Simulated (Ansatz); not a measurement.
Consider Sn in the diamond structure (space group Fd-3m, No. 227; a = 6.566 Å).

Level of theory: r2SCAN (Ansatz, an electronic-structure program), spin-orbit coupling left out.

For the base:

The pressure comes out as 0.0 GPa and the band gap is zero.

Now apply this change: every lattice vector is stretched by 2.00 %; the atoms relax in the strained cell.

### Question
Estimate the effect on the energy relative to the base.

### Answer
The energy grows by 16 meV/atom.

### Question
Predict the new pressure.

### Answer
The pressure goes from zero to -2.2 GPa.

### Question
Estimate the effect on the band gap.

### Answer
The band gap is still zero.

No phonon test of stability was made.
